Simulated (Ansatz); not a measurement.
Base system: Li in the diamond structure (space group Fd-3m, No. 227; a hypothetical phase, not in the database extracts checked; relaxed with 0.1 eV smearing).

```yaml
crystal:
  lattice:
    - [0.00000, 2.94747, 2.94747]
    - [2.94747, 0.00000, 2.94747]
    - [2.94747, 2.94747, 0.00000]
  atoms:
    - { symbol: Li, position: [0.25000, 0.25000, 0.25000] }
    - { symbol: Li, position: [0.00000, 0.00000, 0.00000] }
```

Method: PBEsol, PAW, 420 eV (Ansatz, a first-principles code; no spin-orbit coupling).

For the base:

The pressure is 0.0 GPa and the band gap comes out as zero.

Now apply this change: an isotropic linear strain of −1.01 %; the atoms relax in the strained cell.

### Question
Predict the new pressure, energy relative to the base and band gap.

### Answer
The pressure goes from zero to 0.2 GPa; the energy increases by 0.4 meV/atom; the band gap stays zero.

Stability against distortions was not tested.
